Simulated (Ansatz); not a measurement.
Worked calculations on one periodic cell of amorphous Hf₁₈O₃₉W: Hf18O39W, 58 atoms, volume 773.7 Å³, made by a melt-quench on the CHGNet potential and relaxed with DFT. O atoms were pushed apart under 1.9 Å during the dynamics, to hinder bonds among them. It is a model cell: composition and starting density were chosen by hand, and all elements were melted together. Cycles of charging were run to anneal it. Calculation: PBE, scalar-relativistic without spin-orbit coupling (plane waves to 420 eV, PAW; Ansatz, a quantum-chemistry and plane-wave program). Sampling: a 2×2×2 Γ-centred mesh; Fermi-Dirac width 0.02 eV; no spin polarisation. Its volume was relaxed, its shape was free, and it stands at a mean pressure of 0.0 GPa with stress components up to 0.1 GPa; the relaxation ran on the zone centre alone. Its density went from a set 8.85 to 8.63 g/cm³. The cell is small and was quenched far faster than a real film, so it is one sample of the glass.

Q: Count formal charges (Hf +4, O -2, W +6). What does the count lead one to expect at the Fermi level, and what does the calculation give?

A: 18 × (+4) + 39 × (-2) + 1 × (+6) = 0. The charges balance, so the anion-derived valence states can be full and a gap can open. On this mesh the highest filled and lowest empty level lie 3.18 eV apart; localised defect or tail levels set that (at the zone centre the more localised edge state sits most on one W atom with neighbours O 1.79 Å, O 1.81 Å, O 1.88 Å, O 1.90 Å, O 1.96 Å), and the nearest spread-out levels lie 4.0 eV apart.

Four energies for an added electron at PBE on the zone centre alone (charged cells in a uniform background, spin-polarised): neutral at the neutral geometry -315586.366 eV; charged at the neutral geometry -315571.676 eV; charged and relaxed -315572.173 eV; neutral at the charged geometry -315585.797 eV.

Q: Find the two relaxation energies and their sum, the reorganisation energy.

A: On charging: -315571.676 − (-315572.173) = 0.497 eV. On discharging: -315585.797 − (-315586.366) = 0.569 eV. The sum is 1.066 eV. The carrier's level spreads over 4 of the 58 atoms' worth, so it counts as localised, most on one W atom with neighbours O 1.79 Å, O 1.81 Å, O 1.88 Å, O 1.90 Å, O 1.96 Å (neutral geometry). The values are uncorrected: the image energy of a point charge in this cell, 2.84 × 14.40 / (2 × 9.2) = 2.2 eV before screening, is screened by electrons alone at the fixed geometry and by ions too after relaxing, and the carrier can be spread before it relaxes, so each term can be off by up to that value times 1/ε∞, some tenths of an eV. PBE's self-interaction favours spread-out carriers, so a hybrid can localise more.

Four energies for a hole at PBE on the zone centre alone (charged cells in a uniform background, spin-polarised): neutral at the neutral geometry -315586.366 eV; charged at the neutral geometry -315597.397 eV; charged and relaxed -315597.508 eV; neutral at the charged geometry -315586.172 eV.

Q: Find the two relaxation energies and their sum, the reorganisation energy.

A: On charging: -315597.397 − (-315597.508) = 0.111 eV. On discharging: -315586.172 − (-315586.366) = 0.194 eV. The sum is 0.305 eV. The carrier's level spreads over 9 of the 58 atoms' worth, so it counts as partly localised, most on one O atom with neighbours Hf 1.98 Å, Hf 2.11 Å, Hf 2.23 Å (neutral geometry). The values are uncorrected: the image energy of a point charge in this cell, 2.84 × 14.40 / (2 × 9.2) = 2.2 eV before screening, is screened by electrons alone at the fixed geometry and by ions too after relaxing, and the carrier can be spread before it relaxes, so each term can be off by up to that value times 1/ε∞, some tenths of an eV. PBE's self-interaction favours spread-out carriers, so a hybrid can localise more.
